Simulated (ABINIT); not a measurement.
A self-consistent single point of CaSe (Fm-3m, 2 atoms in the cell) with ABINIT.

Method of the run: PBE, spin-orbit coupling, norm-conserving pseudopotentials (PseudoDojo nc-fr-04 PBE standard) (plane waves; ABINIT).

```yaml
crystal:
  lattice:
    - [0.00000, 2.96000, 2.96000]
    - [2.96000, 0.00000, 2.96000]
    - [2.96000, 2.96000, 0.00000]
  atoms:
    - { symbol: Ca, position: [0.00000, 0.00000, 0.00000] }
    - { symbol: Se, position: [0.50000, 0.50000, 0.50000] }
```

Reference input (self-consistent single point, DFT, PBE, plane waves, norm-conserving pseudopotentials (PseudoDojo nc-sr-05 PBE standard)): pseudos = [Ca.upf, Se.upf]; ecut = 43 Ha; occopt = 3; tsmear = 0.00073499 Ha; ngkpt = 5 5 5; nshiftk = 1; shiftk = 0 0 0; potentials = PseudoDojo nc-sr-05 PBE standard; nband = 18; kptopt = 1; nstep = 60; tolvrs = 1e-11. This run's input differs from it in these lines:

```diff
@@ -1,2 +1,2 @@
-# CaSe, PseudoDojo nc-sr-05 PBE standard
+# CaSe, PseudoDojo nc-fr-04 PBE standard
 pp_dirpath "./"
@@ -17,5 +17,7 @@
 ecut 43 Ha
+nspinor 2
+nspden 1
 occopt 3
 tsmear 0.00073499
-nband 18
+nband 42
 kptopt 1
```

Its files differ too (potentials: PseudoDojo nc-sr-05 PBE standard → PseudoDojo nc-fr-04 PBE standard).

Output, abridged:

```
--- !BeginCycle
solver: {iscf: 7, nstep: 60, nline: 4, wfoptalg: 0, }
tolerances: {tolvrs: 1.00E-11, }
...

     iter   Etot(hartree)      deltaE(h)  residm     vres2
 ETOT  1  -159.77332193119    -1.598E+02 1.202E+00 6.225E+01
 ETOT  2  -160.07137770453    -2.981E-01 5.536E-02 7.323E+00
 ETOT  3  -160.07222946997    -8.518E-04 1.024E-02 8.816E-02
 ETOT  4  -160.07223314677    -3.677E-06 7.028E-03 5.701E-03
 ETOT  5  -160.07223351194    -3.652E-07 6.431E-03 9.323E-04
 ETOT  6  -160.07223359750    -8.556E-08 3.765E-03 2.379E-05
 ETOT  7  -160.07223359828    -7.841E-10 2.818E-03 1.067E-06
 ETOT  8  -160.07223359831    -2.706E-11 1.267E-03 1.631E-08
 ETOT  9  -160.07223359833    -1.523E-11 9.184E-04 3.265E-10
 ETOT 10  -160.07223359831     1.046E-11 6.115E-04 3.269E-12
 At SCF step   10       vres2   =  3.27E-12 < tolvrs=  1.00E-11 =>converged.

 Cartesian components of stress tensor (hartree/bohr^3)
  sigma(1 1)= -3.30817774E-05  sigma(3 2)=  0.00000000E+00
  sigma(2 2)= -3.30817774E-05  sigma(3 1)=  0.00000000E+00
  sigma(3 3)= -3.30817774E-05  sigma(2 1)=  0.00000000E+00

 ----iterations are completed or convergence reached----

 reduced coordinates (array xred) for    2 atoms
       0.000000000000      0.000000000000      0.000000000000
       0.500000000000      0.500000000000      0.500000000000
 cartesian forces (eV/Angstrom) at end:
    1     -0.00000000000000    -0.00000000000000    -0.00000000000000
    2     -0.00000000000000    -0.00000000000000    -0.00000000000000
 frms,max,avg= 0.0000000E+00 0.0000000E+00   0.000E+00  0.000E+00  0.000E+00 e/A
   [... lines left out ...]
 Fermi (or HOMO) energy (eV) =   4.85336   Average Vxc (eV)=  -9.51643
   [... lines left out ...]
total_energy        : -1.60072233598315E+02
total_energy_eV     : -4.35578699377134E+03
band_energy         : -2.16261311307026E+01
...

-Cartesian components of stress tensor (GPa)         [Pressure=  9.7330E-01 GPa]
- sigma(1 1)= -9.73299331E-01  sigma(3 2)=  0.00000000E+00
- sigma(2 2)= -9.73299331E-01  sigma(3 1)=  0.00000000E+00
- sigma(3 3)= -9.73299331E-01  sigma(2 1)=  0.00000000E+00

 Calculation completed.
```

The run converged in 10 iterations. Against the reference run the pressure hardly changes (0.95 to 0.97 GPa) and the gap on the mesh goes from 2.156 to 2.019 eV.

The starting cell has typed, rounded lattice constants, without a prior relaxation at this level.

Cost on one core of a shared machine: roughly 5 min.
